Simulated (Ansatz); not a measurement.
The starting structures come from a database of crystals and need not be the phases stable at ambient conditions.

Tunnelling through a barrier is set by its complex band structure: the current falls as exp(−2κd) with the smallest κ.

Given:

```
SrHN
1.0
    3.95268     0.00000     0.00000
    0.00000     5.59960     0.00000
    0.00000     0.00000     7.54225
Sr H N
4 4 4
Direct
  0.25000   0.80721   0.35283
  0.75000   0.19279   0.64717
  0.75000   0.30721   0.14717
  0.25000   0.69279   0.85283
  0.75000   0.89059   0.01801
  0.25000   0.10941   0.98199
  0.25000   0.39059   0.48199
  0.75000   0.60941   0.51801
  0.75000   0.76297   0.11664
  0.25000   0.23703   0.88336
  0.25000   0.26297   0.38336
  0.75000   0.73703   0.61664
```

Space group of this cell: Pnma. The cell is taken as given; by PBEsol its mean pressure is -1.4 GPa.

Transport runs along the normal of the first two printed cell vectors.

The gap is the functional's own, uncorrected, and κ follows it; spin-orbit coupling is left out. Mid-gap values are interpolated between the computed energies.

Give the band gap and the smallest decay constant κ at mid-gap that PBEsol in Ansatz (a first-principles code) yields.

Gap 1.90 eV on a 8×6×4 mesh; κ = 0.237 1/Å, at the zone centre.
